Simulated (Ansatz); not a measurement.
**(Ga,W)N: Ga3WN4**

A 16-atom cell of (Ga,W)N started in the rock salt structure, site fractions Ga 0.750, W 0.250, short-range order -0.11 in the first shell of the mixed sites (0 is random, a negative value favours unlike neighbours), space group P1 at the end.

Computed with PBE (plane waves to 420 eV, PAW; Ansatz, a first-principles code). No spin–orbit coupling; with elements this heavy it can move edges by tenths of an eV. Its k-point mesh 5×5×5, Fermi–Dirac width 0.05 eV.

```
Item                                                                                                                                                                                                    Value
---------------------------  --------------------------------------------------------------------------------------------------------------------------------------------------------------------------------
volume per atom                                                                                                                                                                                      11.51 Å³
Ga–N bonds                                                                                                                                                       1.998 Å on average, from 1.917 to 2.323 (23)
N–W bonds                                                                                                                                                        2.238 Å on average, from 2.042 to 2.597 (12)
check of the structure type  not passed: over a tenth of the atoms count other neighbours than the ideal type within 1.2 times their shortest bond (scaled by covalent radii), so no mixing enthalpy is given
```

```xyz
16
Lattice="-0.5169 4.9033 3.7749 4.7097 -0.3561 3.6628 4.5385 4.6080 -0.2592" Properties=species:S:1:pos:R:3 pbc="T T T"
Ga    -0.5944     0.4504     0.3093
Ga     1.7691     2.7648     0.1102
Ga     2.1876    -0.1275     1.4289
W      4.7858     1.8127     1.3786
Ga    -0.8286     2.9693     2.0814
Ga     1.6040     5.2547     2.0522
Ga     2.2282     2.4102     3.2176
W      4.4949     4.6877     3.5884
N      2.7427     1.7695     1.4596
N      4.8643     4.0637     1.4673
N      4.4352     2.1068     3.8755
N      6.7007     4.3379     3.8919
N      2.4903     4.3158     3.4697
N      4.8005     6.6702     3.1711
N      4.2186     4.6076     5.8341
N      6.4885     6.8375     5.7352
```
